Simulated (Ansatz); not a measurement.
**A computed series for W5Si3: pressure series**

Start from W5Si3 (space group I4/mcm, No. 140; a = 9.596 Å, c = 4.930 Å; a cell from a computed database, its experimental status unchecked).

Cell and atoms are relaxed at each pressure.

The values are results of PBEsol in Ansatz (plane waves to 420 eV, PAW, scalar-relativistic without spin-orbit coupling), not measurements.

Two rows of this table had their results exchanged by mistake.

| pressure | volume per atom (Å³) | shortest distance (Å) | band gap |
|---|---|---|---|
| pressure −2 GPa | 14.29 | 2.472 | zero |
| pressure −1 GPa | 14.24 | 2.468 | zero |
| pressure 0.3 GPa | 14.17 | 2.464 | zero |
| pressure 0.7 GPa | 14.15 | 2.463 | zero |
| pressure 1.5 GPa | 13.95 | 2.448 | zero |
| pressure 3 GPa | 14.04 | 2.455 | zero |
| pressure 5 GPa | 14.11 | 2.460 | zero |
| pressure 7.5 GPa | 13.83 | 2.441 | zero |
| pressure 10 GPa | 13.73 | 2.433 | zero |

Problem. Which two?

Solution. The rows for pressure 1.5 GPa and pressure 5 GPa: the volume has to fall steadily with pressure, so 14.11 Å³ belongs to pressure 1.5 GPa and 13.95 Å³ to pressure 5 GPa.

Load acts through the strain it causes; cell and atoms are relaxed under it. No phonon test of stability was made. No other phases were tried under pressure. All final runs are without spin polarisation.

Ansatz is a first-principles code.
